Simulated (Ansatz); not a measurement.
# Pressure series in SiC

Take SiC (space group P6_3mc, No. 186; a = 3.078 Å, c = 10.076 Å) as the base.

Cell and atoms are relaxed at each pressure.

All numbers come from Ansatz (a first-principles code), PBEsol, PAW, cutoff 420 eV, spin-orbit coupling left out, earlier PAW set.

| change | band gap | shortest interatomic distance |
|---|---|---|
| base | 2.12 eV | 1.883 Å |
| pressure −2 GPa | 2.12 eV | 1.889 Å |
| pressure −1 GPa | 2.12 eV | 1.886 Å |
| pressure 1.8 GPa | 2.12 eV | 1.878 Å |
| pressure 4.2 GPa | 2.12 eV | 1.872 Å |
| pressure 9 GPa | 2.13 eV | 1.860 Å |
| pressure 18 GPa | 2.13 eV | 1.840 Å |
| pressure 30 GPa | 2.13 eV | 1.816 Å |
| pressure 45 GPa | 2.14 eV | 1.791 Å |
| pressure 60 GPa | 2.14 eV | 1.769 Å |

Load acts through the strain it causes; cell and atoms are relaxed under it. Whether these cells are dynamically stable was not tested. No other phases were tried under pressure.
